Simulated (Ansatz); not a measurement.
WS2 (P6_3/mmc), r2SCAN+D4 with spin-orbit coupling, rigid bands (Ansatz, a quantum-chemistry and plane-wave program): N_c = 6.80e19 cm⁻³ at 300 K and an electron conductivity mass of 0.590 mₑ along y (a = (3.17, 0.00, 0.00) Å; b = (-1.59, 2.75, 0.00) Å; c = (0.00, 0.00, 12.55) Å).

**Question.** For 1e17 electrons per cm³ at 300 K, place the Fermi level, estimate the Seebeck coefficient of a parabolic band with constant τ, and give mobility and conductivity for τ = 10 fs.

**Answer.** The level lies k_BT ln(N_c/n) = 0.169 eV below the conduction-band minimum. S ≈ −(k_B/e)[ln(N_c/n) + 5/2] = -777 μV/K, against -781 μV/K from the full bands (mean over directions). μ = eτ/m = 29.8 cm²/(V·s) and σ = neμ = 0.478 S/cm. τ is assumed, not computed.

Band transport and this doping are assumed; polarons and phonon drag are left out. Geometry: cell and atoms relaxed with r2SCAN+D4.
